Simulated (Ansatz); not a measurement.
Sr: energy against strain

Sr (fcc, Fm-3m, 51.935 Å³/atom at rest) under an equal strain ε in the (001) plane with the normal axis free, as in a coherent film. PBEsol in Ansatz, a plane-wave DFT program (PAW, default set), 420 eV, 14×14×14 Γ-centred mesh, Fermi-Dirac smearing 0.05 eV; ions are relaxed within the symmetry of each cell.

Here s stands for strain and y for E less E0.

```csv
strain (%),E less E0 (meV/atom)
-1.50,0.82
-1.00,0.32
-0.50,0.05
0.00,0.00
0.50,0.13
1.00,0.42
1.50,0.83
3.00,?
```

Question: Fit y against s with a parabola, and predict the withheld value at s = 3.00.

Answer: Least squares gives y = 0.000 + 0.0221·s + 0.3671·s². Residuals (row less fit): 0.027, -0.025, -0.031, 0.000, 0.027, 0.031, -0.029; standard error 0.035 (degrees of freedom: 4). Twice the quadratic coefficient over the volume, 2 × 0.3671 meV × 10⁴ × 0.1602 / 51.935 Å³, is twice the biaxial elastic modulus of this plane = 23 ± 0.9 GPa. At the withheld row, y = 0.000 + 0.0221 × 3.0 + 0.3671 × 3.0² = 3.370 meV/atom. The calculation gives 2.53 meV/atom, 0.840 meV/atom below the prediction (33.2 % of the range of y in the table). The row lies outside the fitted rows, so this is an extrapolation. From the scatter of the fitted rows alone, a prediction at this place has a standard error of 0.133 meV/atom, so the miss is 6.3 times that.

One order more, fitted to all 13 runs of the series, follows each within 0.01, so the miss is the next term of a smooth law. In a metal these values are sensitive to mesh and smearing; energies are taken to zero smearing, stresses follow the free energy. Rows are the converged runs of the series near zero and its far end; series whose fitted rows scatter by over a few per cent of the range, as at a crossing or softening among them, aren't shown in this form. Most that stay on the fit to the last digits aren't either.
